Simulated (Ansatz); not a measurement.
## How far PBE and r2SCAN part for hypothetical zinc blende BaS, pressure 5 GPa

The parent structure is BaS in the zinc blende structure (space group F-43m, No. 216; a = 7.036 Å; a hypothetical phase, not in the database extracts checked).

(Cell as relaxed with PBE.)

Levels (all Ansatz, a quantum-chemistry and plane-wave program, PAW): PBE (420 eV, no spin-orbit coupling); r2SCAN (500 eV, scalar-relativistic without spin-orbit coupling).

Each level relaxes its own structure.

```json
[
 {"base": "volume per atom", "PBE": "43.53 Å³", "r2SCAN": "43.58 Å³"},
 {"base": "lattice parameter a", "PBE": "7.036 Å", "r2SCAN": "7.038 Å"},
 {"base": "band gap", "PBE": "2.75 eV", "r2SCAN": "3.07 eV"}
]
```

Now apply this change: cell and atoms relaxed at a pressure of 5 GPa.

```csv
quantity,PBE,r2SCAN
smallest direct gap,3.44 eV,3.69 eV
volume per atom,37.94 Å³,38.16 Å³
```

PBE's smallest direct gap lies 0.25 eV below r2SCAN's; PBE's volume per atom lies 0.22 Å³ below r2SCAN's (0.6 %). Neither level is exact; r2SCAN is the comparison here, not a measurement.

Load acts through the strain it causes; cell and atoms are relaxed under it. Whether these cells are dynamically stable was not tested. Competing high-pressure phases were not computed.
